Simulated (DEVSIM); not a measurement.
Structure: Ru/SiO2/p-InP capacitor, at 300 K.

| layer (left to right) | material | thickness (nm) | Na (cm⁻³) |
|---|---|---|---|
| 1 | SiO2 | 2.10 | - |
| 2 | InP | 1900 | 1.1e17 |

Metal gate on the left, work function 4.7 eV. Fixed charge at the semiconductor interface 0 cm⁻² (in units of +e); no interface traps.

Constants are typed, rounded textbook-type inputs, not results; the design itself was drawn at random and stands for no fabricated device. Values at 300 K.

| parameter | SiO2 | InP |
|---|---|---|
| gap (eV) | 9 | 1.344 |
| affinity (eV) | 0.9 | 4.38 |
| permittivity | 3.9 | 12.5 |
| Nc (cm⁻³) | - | 5.7e17 |
| Nv (cm⁻³) | - | 1.1e19 |

Simulated with DEVSIM: 1D Poisson equation in equilibrium, Boltzmann statistics, complete ionisation; no quantum confinement or tunnelling. Metal contacts follow the ideal Schottky-Mott rule: no Fermi-level pinning, no interface dipoles.

Give the band bending (positive: bands bend down) and minority sheet density.


```tsv
Vg (V)	ψs (V)	minority carriers (cm⁻²)
-1.2	-0.117	< 1e8
-0.9	0.003	< 1e8
-0.6	0.248	< 1e8
-0.3	0.520	< 1e8
0	0.799	< 1e8
0.3	1.082	3.2e8
```
